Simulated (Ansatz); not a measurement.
Consider Pd in the fcc (Cu type) structure (space group Fm-3m, No. 225; a = 3.945 Å; relaxed with 0.1 eV smearing).

All numbers come from PBE in Ansatz (plane waves to 420 eV, PAW, no spin-orbit coupling).

Strains are applied to the cell and any free atomic positions relax.

One change was made to it. Results:

The pressure goes from zero to 5.4 GPa; the band gap stays zero; the energy grows by 7.5 meV/atom.

Question: Name the change that was made.
A) isotropic strain +1.50 %
B) isotropic strain −2.00 %
C) isotropic strain −1.00 %

Answer: C, isotropic strain −1.00 %. For comparison, the energy relative to the base in the other runs: isotropic strain −2.00 % gives +31 meV/atom; isotropic strain +1.50 % gives +15 meV/atom.

Stability against distortions was not tested. The final runs are not spin-polarised. Pd lies near a magnetic instability that expansion can trigger; it was not tested.

Ansatz is a first-principles code.
